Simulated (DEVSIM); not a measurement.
Device: Si p-i-n diode, at 300 K.

Layer 1 from the left is Si, thickness (μm) 0.900, Na (cm⁻³) 1.2e17, τn (s) 0.00094, τp (s) 0.00094. Layer 2 from the left is Si, thickness (μm) 0.0560, Nd (cm⁻³) 7.2e12, τn (s) 0.00094, τp (s) 0.00094. Layer 3 from the left is Si, thickness (μm) 0.390, Nd (cm⁻³) 1.4e18, τn (s) 0.00094, τp (s) 0.00094.

Left contact: ohmic. Right contact: ohmic. Voltage is applied to the left contact. Recombination: SRH at mid-gap, radiative. Mobility is μmin + (μ − μmin)/(1 + (N/Nref)^α).

Constants are typed, rounded textbook-type inputs, not results; the design itself was drawn at random and stands for no fabricated device. Values at 300 K.

Si: gap (eV) 1.124, affinity (eV) 4.05, permittivity 11.7, Nc (cm⁻³) 2.86e19, Nv (cm⁻³) 3.1e19, μn (cm²/Vs) 1417, μp (cm²/Vs) 470, μn,min 52, μp,min 45, Nref,n 9.7e16, Nref,p 2.2e17, αn 0.68, αp 0.72, B (cm³/s) 4.7e-15.

Simulated with DEVSIM: 1D drift-diffusion, Boltzmann statistics, complete ionisation; no tunnelling, impact ionisation, image-force lowering or self-heating.

Question: What does the simulation give for the dark forward voltage at 1 A/cm², the dark forward voltage at 100 A/cm², the potential step across the device at zero bias?

Answer: dark forward voltage at 1 A/cm² 0.624 V; dark forward voltage at 100 A/cm² 0.744 V; potential step across the device at zero bias 0.902 V.
